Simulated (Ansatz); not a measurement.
System: interstitial Cu in cuprite (charge state +1). The step: a concerted move, in which Cu travels most; the atom moves 2.05 Å along (0.06, 0.47, 0.02) of the unit cell; the moving atom starts with neighbours O at 1.87, O at 1.93 Å and ends with 3 Cu at 2.43, 3 Cu at 2.44; 2 O at 1.99 Å. A PBE band in Ansatz (plane-wave PAW, one k-point at (0.250, 0.250, 0.250), 48 host sites, 84 SCF runs with any check of the saddle's order, static, no finite-size correction) gives a forward barrier of 0.37 eV. The program found a first-order saddle point. The charge state is imposed; whether it is stable for some Fermi level was not computed. Sites that were not tried may lie lower.

Single points at the band's start and saddle point can refine it. Rough cost of one point, in units of the band's mean SCF on the same machine:

```csv
Level,Cost of one point
"PBE, a 2×2×2 k-point mesh shifted by half a step",about 4
"r2SCAN at 500 eV, one k-point at (0.250, 0.250, 0.250)",about 2
```

Question: Which of these move the barrier by more than 0.1 eV, and how far does each move it?

Answer: PBE, a 2×2×2 k-point mesh shifted by half a step: 0.00 eV; r2SCAN at 500 eV, one k-point at (0.250, 0.250, 0.250): +0.12 eV. Each functional is compared with PBE at the same k-points.

Ansatz is an electronic-structure program.
